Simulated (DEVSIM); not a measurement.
Device: abrupt Si n-p junction, at 350 K.

```csv
layer (left to right),material,thickness (μm),Nd (cm⁻³),Na (cm⁻³),τn (s),τp (s)
1,Si,41.0,8.8e18,-,0.00013,0.00013
2,Si,0.440,-,2e15,0.00013,0.00013
```

Left contact: ohmic. Right contact: ohmic. Voltage is applied to the left contact. Recombination: SRH at mid-gap. Gap narrowing is on: ΔEg = 6.92 meV × (l + √(l² + 0.5)), l = ln(N/1.3e17 cm⁻³), shared equally by both band edges. Mobility is μmin + (μ − μmin)/(1 + (N/Nref)^α).

Constants are typed, rounded textbook-type inputs, not results; the design itself was drawn at random and stands for no fabricated device. Values at 300 K; Nc and Nv go as T^1.5, mobilities as T to minus their exponent, the gap by Varshni's rule with the affinity fixed.

```csv
parameter,Si
gap (eV),1.124
affinity (eV),4.05
permittivity,11.7
Nc (cm⁻³),2.86e19
Nv (cm⁻³),3.1e19
μn (cm²/Vs),1417
μp (cm²/Vs),470
"μn,min",52
"μp,min",45
"Nref,n",9.7e16
"Nref,p",2.2e17
αn,0.68
αp,0.72
T exponent of μn,2.3
T exponent of μp,2.2
Varshni α (eV/K),0.000473
Varshni β (K),636
```

Model (solved in DEVSIM): 1D drift-diffusion, Boltzmann statistics, complete ionisation; no tunnelling, impact ionisation, image-force lowering or self-heating.

### Question
Tabulate band edges, carrier densities and field at zero bias.

### Answer
Energies count from the Fermi level of the right contact; mesh points crowd at the junctions.

| x (μm) | Ec (eV) | Ev (eV) | n (cm⁻³) | p (cm⁻³) | field (V/cm) |
|---|---|---|---|---|---|
| 0.000 | 0.043 | -1.009 | 8.8e18 | 110000 | ≈ 0 |
| 0.03028 | 0.043 | -1.009 | 8.8e18 | 110000 | ≈ 0 |
| 0.09382 | 0.043 | -1.009 | 8.8e18 | 110000 | ≈ 0 |
| 0.2423 | 0.043 | -1.009 | 8.8e18 | 110000 | ≈ 0 |
| 0.7769 | 0.043 | -1.009 | 8.8e18 | 110000 | ≈ 0 |
| 1.714 | 0.043 | -1.009 | 8.8e18 | 110000 | ≈ 0 |
| 3.904 | 0.043 | -1.009 | 8.8e18 | 110000 | ≈ 0 |
| 11.31 | 0.043 | -1.009 | 8.8e18 | 110000 | ≈ 0 |
| 24.29 | 0.043 | -1.009 | 8.8e18 | 110000 | ≈ 0 |
| 33.62 | 0.043 | -1.009 | 8.8e18 | 110000 | ≈ 0 |
| 37.75 | 0.043 | -1.009 | 8.8e18 | 110000 | ≈ 0 |
| 39.89 | 0.043 | -1.009 | 8.8e18 | 110000 | ≈ 0 |
| 40.52 | 0.043 | -1.009 | 8.8e18 | 110000 | ≈ 0 |
| 40.79 | 0.043 | -1.009 | 8.8e18 | 110000 | ≈ 0 |
| 40.95 | 0.043 | -1.009 | 8.8e18 | 110000 | ≈ 0 |
| 40.99 | 0.043 | -1.009 | 8.8e18 | 110000 | 110 |
| 41.01 | 0.172 | -0.938 | 1.2e17 | 1200000 | 40000 |
| 41.05 | 0.278 | -0.832 | 3.6e15 | 4.0e7 | 21000 |
| 41.18 | 0.503 | -0.608 | 2.1e12 | 7.0e10 | 16000 |
| 41.32 | 0.698 | -0.412 | 3.2e9 | 4.6e13 | 11000 |
| 41.40 | 0.774 | -0.336 | 2.5e8 | 5.7e14 | 9300 |
| 41.44 | 0.812 | -0.298 | 7.2e7 | 2.0e15 | 8700 |
